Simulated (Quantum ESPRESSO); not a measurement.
Worked example: self-consistent single point of HfC (I4mm, 2 atoms in the cell) in Quantum ESPRESSO.

Method of the run: LDA (PZ), PSlibrary PAW (LDA) pseudopotentials (plane waves; Quantum ESPRESSO).

```
HfC
1.0
    0.00000     2.33160     2.33160
    2.33160     0.00000     2.33160
    2.33160     2.33160     0.00000
Hf C
1 1
Cartesian
  0.00000   0.00000   0.05000
  2.33160   2.33160   2.33160
```

Reference input (self-consistent single point, DFT, LDA (PZ), plane waves, PSlibrary PAW (LDA) pseudopotentials): ecutwfc = 55 Ry; ecutrho = 495 Ry; occupations = smearing; smearing = fermi-dirac; degauss = 0.0073499 Ry; potentials = {Hf: Hf.pz-spn-kjpaw_psl.1.0.0.UPF, C: C.pz-n-kjpaw_psl.1.0.0.UPF}; K_POINTS = automatic 7 7 7 0 0 0; conv_thr = 1e-10 Ry; mixing_beta = 0.4. This run's input differs from it in these lines:

```diff
@@ -17,3 +17,3 @@
    smearing = 'fermi-dirac',
-   degauss = 0.0073499,
+   degauss = 0.02205,
 /
@@ -30,3 +30,3 @@
 K_POINTS automatic
-7 7 7  0 0 0
+13 13 13  0 0 0
 CELL_PARAMETERS angstrom
```

Log, with long lists cut:

```
     Self-consistent Calculation

     iteration #  1     ecut=    55.00 Ry     beta= 0.40

---- Real-time Memory Report at c_bands before calling an iterative solver
           144 MiB given to the printing process from OS
            73 MiB allocation reported by mallinfo(arena+hblkhd)
------------------

     total energy              =    -696.03741136 Ry
     estimated scf accuracy    <       0.60778388 Ry

     iteration #  2     ecut=    55.00 Ry     beta= 0.40

---- Real-time Memory Report at c_bands before calling an iterative solver
           208 MiB given to the printing process from OS
   [... lines left out ...]

---- Real-time Memory Report at c_bands before calling an iterative solver
           212 MiB given to the printing process from OS
           102 MiB allocation reported by mallinfo(arena+hblkhd)
------------------

     total energy              =    -696.21866259 Ry
     estimated scf accuracy    <          1.1E-10 Ry

     iteration # 15     ecut=    55.00 Ry     beta= 0.40

---- Real-time Memory Report at c_bands before calling an iterative solver
           212 MiB given to the printing process from OS
           102 MiB allocation reported by mallinfo(arena+hblkhd)
------------------
     End of self-consistent calculation

     the Fermi energy is    14.9188 ev

!    total energy              =    -696.21866259 Ry
     estimated scf accuracy    <          3.4E-12 Ry
     smearing contrib. (-TS)   =      -0.00834195 Ry
     internal energy E=F+TS    =    -696.21032064 Ry

      -> PAW hartree energy AE =      59.99540816 Ry
      -> PAW hartree energy PS =     -59.93395208 Ry
      -> PAW xc energy AE      =    -605.30234283 Ry
      -> PAW xc energy PS      =      43.17155986 Ry
      -> total E_H with PAW    =      13.18773635 Ry
      -> total E_XC with PAW   =    -607.98363384 Ry

     convergence has been achieved in  15 iterations

     Forces acting on atoms (cartesian axes, Ry/au):

     atom    1 type  1   force =     0.00000000   -0.00000000   -0.01295852
     atom    2 type  2   force =    -0.00000000    0.00000000    0.01295852

     Total force =     0.018326     Total SCF correction =     0.000000

          total   stress  (Ry/bohr**3)                   (kbar)     P=     -159.92
  -0.00110194   0.00000000   0.00000000         -162.10        0.00        0.00
   0.00000000  -0.00110194  -0.00000000            0.00     -162.10       -0.00
  -0.00000000  -0.00000000  -0.00105737           -0.00       -0.00     -155.54

   JOB DONE.
```

The run converged in 15 iterations. Against the reference run the free energy falls by 25.4 meV/atom, the pressure goes from -16.16 to -15.99 GPa and the largest force goes from 0.322 to 0.333 eV/Å.

The starting cell has typed, rounded lattice constants, without a prior relaxation at this level. Its lattice was rescaled by up to half a per cent. One atom was moved a little off its site on purpose. With a pressure of about -16 GPa the cell is away from its equilibrium volume at this level.

Cost on one core of a shared machine: roughly 2 min.
